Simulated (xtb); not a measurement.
xtb 6.7.1, GFN2-xTB: Co(OMe)(hfac)(NH3)2, charge 0, multiplicity 4, 28 atoms. The geometry is a generated start, not checked to be a minimum at this level.

```
Quantity                                                                                                        Value
------------------------  -------------------------------------------------------------------------------------------
method                                                                                                       GFN2-xTB
--acc                                                                                                     1 (default)
--etemp (K)                                                                                             300 (default)
detailed input (--input)  none: ANC optimiser, Lindh (1995) Hessian, microcycle=20, maxdispl=1.0, hlow=0.01 (default)
basis functions                                                                                                    88
valence electrons                                                                                                 113
```

```xyz
28

Co     0.4034    -1.0159    -0.4915
O      0.3865    -2.7511    -0.0065
C     -0.2936    -3.4031     0.9929
H     -0.9703    -2.7343     1.5385
H     -0.8855    -4.2238     0.5624
H      0.4209    -3.8323     1.7124
F     -0.1935     1.1809     3.1126
C     -1.4173     1.1578     2.5148
F     -1.9391     2.3753     2.6957
F     -2.1558     0.3024     3.2282
C     -1.2663     0.7446     1.0494
C     -1.3039     1.7475     0.0795
C     -0.8171     1.4751    -1.1951
C     -0.7147     2.6579    -2.1569
F     -0.2822     2.2927    -3.3675
F     -1.8835     3.2941    -2.3300
F      0.1558     3.5973    -1.7129
O     -0.3377     0.3719    -1.6167
O     -0.9699    -0.4783     0.8725
H     -1.6255     2.7434     0.3296
N      1.9443     0.0821     0.7530
H      1.5755     0.0841     1.7023
H      2.0578     1.0506     0.4653
H      2.8615    -0.3520     0.7833
N      1.6868    -1.5140    -2.1602
H      1.6590    -2.5262    -2.2400
H      2.6561    -1.2172    -2.1323
H      1.2482    -1.1098    -2.9829
```

Charge 0 and multiplicity 4 are set for this test and not shown to be the ground state. GFN-xTB has no spin term: --uhf 3 sets the occupations alone.

The structure is relaxed from this start with --opt LEVEL for the levels crude, sloppy, loose, lax, normal, tight, vtight, extreme, once each. Up to the end of the extreme run atoms move by at most 1.1 Å along an axis.

Question: Choose the cheapest level whose final energy lies within 1 meV of that of extreme.

Answer: normal: 32 cycles against 52, ending 0.52 meV above.

```tsv
level	cycles	energy above the extreme run (meV)	gradient norm (eV/Å)
crude	1	41	0.20
sloppy	1	41	0.20
loose	1	41	0.20
lax	24	3.4	0.12
normal	32	0.52	0.035
tight	41	0.055	0.012
vtight	49	under 0.01	0.0048
extreme	52	—	0.0024
```
